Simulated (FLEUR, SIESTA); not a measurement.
A SIESTA input for a self-consistent single point of RbPbF₃ (Pm-3m, 5 atoms in the cell) (DFT, LDA PW92, numerical atomic orbitals DZP, PseudoDojo LDA standard norm-conserving potentials (rewritten from UPF to PSML)):

```
# files in the folder: Rb.psml Pb.psml F.psml (PseudoDojo LDA standard)
SystemName  RbPbF3
SystemLabel rbpbf3

NumberOfAtoms                5
NumberOfSpecies              3
%block ChemicalSpeciesLabel
  1 37 Rb
  2 82 Pb
  3 9 F
%endblock ChemicalSpeciesLabel
LatticeConstant              1.0 Ang
%block LatticeVectors
     4.861720000    0.000000000    0.000000000
     0.000000000    4.861720000    0.000000000
     0.000000000    0.000000000    4.861720000
%endblock LatticeVectors
AtomicCoordinatesFormat      Ang
%block AtomicCoordinatesAndAtomicSpecies
     0.000000000    0.000000000    0.000000000  1
     2.430860000    2.430860000    2.430860000  2
     0.000000000    2.430860000    2.430860000  3
     2.430860000    0.000000000    2.430860000  3
     2.430860000    2.430860000    0.000000000  3
%endblock AtomicCoordinatesAndAtomicSpecies

XC.functional                LDA
XC.authors                   PW92
PAO.BasisSize                DZP
PAO.EnergyShift              0.01 Ry
MeshCutoff                   300 Ry
%block kgrid.MonkhorstPack
    4   0   0  0.0
    0   4   0  0.0
    0   0   4  0.0
%endblock kgrid.MonkhorstPack
OccupationFunction           FD
ElectronicTemperature        10 K

MaxSCFIterations             150
SCF.Mixer.Method             Broyden
SCF.Mixer.Weight             0.1
SCF.Mixer.History            8
SCF.DM.Tolerance             1.0E-04
Diag.ParallelOverK           true
WriteForces                  true
Charge.Mulliken              end
```

**Question.** Translate this input to FLEUR.

**Answer.** This is the input that was run; spellings and numerical settings could be chosen otherwise.

Input of the input generator:

```
RbPbF3 FLAPW
&input film=f /
9.1873192946 0.0000000000 0.0000000000
0.0000000000 9.1873192946 0.0000000000
0.0000000000 0.0000000000 9.1873192946
1.0
1.0 1.0 1.0

5
37 0.0000000000 0.0000000000 0.0000000000
82 0.5000000000 0.5000000000 0.5000000000
9 0.0000000000 0.5000000000 0.5000000000
9 0.5000000000 0.0000000000 0.5000000000
9 0.5000000000 0.5000000000 0.0000000000

&comp jspins=1 /
&exco xctyp='pz' /
&kpt div1=4 div2=4 div3=4 gamma=t /
&end /
```

```xml
<?xml version="1.0" encoding="UTF-8" standalone="no"?>
<fleurInput fleurInputVersion="0.39">
   <comment>
      RbPbF3 FLAPW                                                                                        
   </comment>
   <calculationSetup>
      <cutoffs Kmax="3.9" Gmax="15.6" GmaxXC="15.6" numbands="0"/>
      <scfLoop itmax="60" minDistance="0.00001" maxIterBroyd="15" imix="Anderson" alpha="0.05" precondParam="0.0" spinf="2.0"/>
      <coreElectrons ctail="T" frcor="F" kcrel="0" coretail_lmax="0"/>
      <xcFunctional name="pz" relativisticCorrections="F"/>
      <magnetism jspins="1"/>
      <soc l_soc="F" theta="0.0" phi="0.0" spav="F"/>
      <expertModes spex="0" secvar="F"/>
      <geometryOptimization l_f="T" forcealpha="1.0" forcemix="BFGS" epsdisp="0.00001" epsforce="0.00001"/>
      <ldaU l_linMix="F" mixParam="0.05" spinf="1.0"/>
   </calculationSetup>
   <cell>
      <bzIntegration valenceElectrons="44.0" mode="hist" fermiSmearingEnergy="0.0001">
         <kPointListSelection listName="default-1"/>
         <!-- k-points included here -->
         <xi:include xmlns:xi="http://www.w3.org/2001/XInclude" href="kpts.xml"> </xi:include>
      </bzIntegration>
      <!-- symmetry operations included here -->
      <xi:include xmlns:xi="http://www.w3.org/2001/XInclude" href="sym.xml"> </xi:include>
      <bulkLattice scale="1.0">
         <bravaisMatrix>
            <row-1>    9.1873192946000000     0.0000000000000000     0.0000000000000000</row-1>
            <row-2>    0.0000000000000000     9.1873192946000000     0.0000000000000000</row-2>
            <row-3>    0.0000000000000000     0.0000000000000000     9.1873192946000000</row-3>
         </bravaisMatrix>
      </bulkLattice>
   </cell>
   <atomSpecies>
      <species name="Rubidium (Rb)" element="Rb" atomicNumber="37">
         <mtSphere radius="2.63" gridPoints="925" logIncrement="0.014"/>
         <atomicCutoffs lmax="10" lnonsphr="8"/>
         <electronConfig flipSpins="F">
            <coreConfig>(1s1/2) (2s1/2) (2p1/2) (2p3/2) (3s1/2) (3p1/2) (3p3/2) (3d3/2) (3d5/2)</coreConfig>
            <valenceConfig>(4s1/2) (4p1/2) (4p3/2) (5s1/2)</valenceConfig>
            <stateOccupation state="(5s1/2)" spinUp="0.5" spinDown="0.5"/>
         </electronConfig>
         <energyParameters s="5" p="5" d="4" f="4"/>
         <lo type="SCLO" l="0" n="4" eDeriv="0"/>
         <lo type="SCLO" l="1" n="4" eDeriv="0"/>
      </species>
      <species name="Lead (Pb)" element="Pb" atomicNumber="82">
         <mtSphere radius="2.63" gridPoints="925" logIncrement="0.015"/>
         <atomicCutoffs lmax="10" lnonsphr="8"/>
         <electronConfig flipSpins="F">
            <coreConfig>(1s1/2) (2s1/2) (2p1/2) (2p3/2) (3s1/2) (3p1/2) (3p3/2) (4s1/2) (3d3/2) (3d5/2) (4p1/2) (4p3/2) (5s1/2) (4d3/2) (4d5/2) (4f5/2) (4f7/2) (5p1/2) (5p3/2)</coreConfig>
            <valenceConfig>(6s1/2) (5d3/2) (5d5/2) (6p1/2) (6p3/2)</valenceConfig>
            <stateOccupation state="(6p1/2)" spinUp="0.3333333333333" spinDown="0.3333333333333"/>
            <stateOccupation state="(6p3/2)" spinUp="0.6666666666667" spinDown="0.6666666666667"/>
         </electronConfig>
         <energyParameters s="6" p="6" d="6" f="5"/>
         <lo type="SCLO" l="2" n="5" eDeriv="0"/>
      </species>
      <species name="Fluorine (F)" element="F" atomicNumber="9">
         <mtSphere radius="1.52" gridPoints="537" logIncrement="0.02"/>
         <atomicCutoffs lmax="6" lnonsphr="4"/>
         <electronConfig flipSpins="F">
            <coreConfig>(1s1/2)</coreConfig>
            <valenceConfig>(2s1/2) (2p1/2) (2p3/2)</valenceConfig>
            <stateOccupation state="(2p1/2)" spinUp="0.8333333333333" spinDown="0.8333333333333"/>
            <stateOccupation state="(2p3/2)" spinUp="1.6666666666667" spinDown="1.6666666666667"/>
         </electronConfig>
         <energyParameters s="2" p="2" d="3" f="4"/>
      </species>
   </atomSpecies>
   <atomGroups>
      <atomGroup species="Rubidium (Rb)">
         <relPos label="                   1">.0000000000 .0000000000 .0000000000</relPos>
         <force calculate="T" relaxXYZ="TTT"/>
      </atomGroup>
      <atomGroup species="Lead (Pb)">
         <relPos label="                   2">1.000/2.000 1.000/2.000 1.000/2.000</relPos>
         <force calculate="T" relaxXYZ="TTT"/>
      </atomGroup>
      <atomGroup species="Fluorine (F)">
         <relPos label="                   3">.0000000000 1.000/2.000 1.000/2.000</relPos>
         <relPos label="                   4">1.000/2.000 .0000000000 1.000/2.000</relPos>
         <relPos label="                   5">1.000/2.000 1.000/2.000 .0000000000</relPos>
         <force calculate="T" relaxXYZ="TTT"/>
      </atomGroup>
   </atomGroups>
   <output dos="F" band="F" slice="F">
      <checks vchk="F" cdinf="F"/>
      <bandDOS minEnergy="-.5*Htr" maxEnergy="0.5*Htr" sigma="0.015" storeEVData="T"/>
      <vacuumDOS vacdos="F" integ="F" star="F" nstars="0" locx1="0.0" locy1="0.0" locx2="0.0" locy2="0.0" nstm="0" tworkf="0.0"/>
      <unfoldingBand unfoldBand="F" supercellX="1" supercellY="1" supercellZ="1"/>
      <plotting iplot="0" polar="F">
         <plot TwoD="T" vec1="  1.0  0.0  0.0" vec2="  0.0  1.0  0.0" vec3="  0.0  0.0  1.0" zero="  0.0  0.0  0.0" file="plot"/>
      </plotting>
      <chargeDensitySlicing numkpt="0" minEigenval="0.0" maxEigenval="0.0" nnne="0" pallst="F"/>
      <specialOutput eonly="F"/>
      <magneticCircularDichroism mcd="F" energyLo="-10.0" energyUp="0.0"/>
   </output>
  <!-- We include the file relax.xml here to enable relaxations (see documentation) -->
  <xi:include xmlns:xi="http://www.w3.org/2001/XInclude" href="relax.xml"> <xi:fallback/> </xi:include>
</fleurInput>
```

Basis, cutoffs, solver keys and any potentials are the target program's own. This input uses DFT, LDA (Perdew-Zunger), all-electron FLAPW (FLEUR), scalar-relativistic valence. LDA parametrisations can differ slightly between programs. Both were run: gap on the mesh 2.911 eV in SIESTA and 3.000 in FLEUR.

On SIESTA: the starting cell comes from a database of computed structures (which also holds hypothetical and non-ambient phases and stackings), without a prior relaxation at this level. Spin-orbit coupling is off. Values carry the incompleteness of an atom-centred basis. The basis of the alkali or alkaline-earth atoms may lack their empty d shell, which can raise the gap. With a pressure of about -7 GPa the cell is away from its equilibrium volume at this level.

On FLEUR: the starting cell comes from a database of computed structures (which also holds hypothetical and non-ambient phases and stackings), without a prior relaxation at this level. Spin-orbit coupling is off. Values depend on the basis (sphere radii, cutoffs, local orbitals), which need not be converged.
